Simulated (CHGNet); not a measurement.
Fluorite NiSi2

Computed with the machine-learned potential CHGNet-r²SCAN (trained on r²SCAN data).

Cell: relaxed at this level.

```
Quantity                    Result
-------------------  -------------
lattice parameter a        5.380 Å
volume per atom      12.98 Å³/atom
```

Measured, for comparison: lattice constant a 5.406 Å, equilibrium volume per atom 13.17 Å³/atom (temperature not stated, no zero-point or thermal correction; as tabulated in Wikipedia's data pages). Computed (rounded) less measured: lattice constant a -0.5 %, equilibrium volume per atom -1.4 %. A static lattice is as a rule a little smaller and stiffer than an uncorrected measurement, which narrows the difference in the lattice constant a, equilibrium volume per atom and would widen misses of the other sign.

A machine-learned potential is trained on density-functional data: it inherits that level's misses and adds fitting errors of its own.

Note: elastic tensor is not positive definite: mechanically unstable at this level; the model gives imaginary modes for this phase (in the spectrum interpolated from a supercell).
